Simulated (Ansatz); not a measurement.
# BeS: response to strain

Start from BeS in the zinc blende structure (space group F-43m, No. 216; a = 4.8686 Å). Axes: x, y, z lie along the cube axes.

Strains are applied to the cell and any free atomic positions relax.

Computed with r2SCAN (Ansatz, a quantum-chemistry and plane-wave program; PAW; 500 eV plane waves; no spin-orbit coupling).

Candidates:
(a) tensor shear ε_xy = +1.71 %
(b) tensor shear ε_xy = +0.29 %
(c) tensor shear ε_xy = +0.57 %
(d) tensor shear ε_xy = +1.43 %

Base values:

| Item | Result |
|---|---|
| Band gap | 3.59 eV |

Task: Order them by band gap, highest first.

Result: (b) tensor shear ε_xy = +0.29 % (3.57 eV), (c) tensor shear ε_xy = +0.57 % (3.54 eV), (d) tensor shear ε_xy = +1.43 % (3.45 eV), (a) tensor shear ε_xy = +1.71 % (3.41 eV)

No phonon test of stability was made.
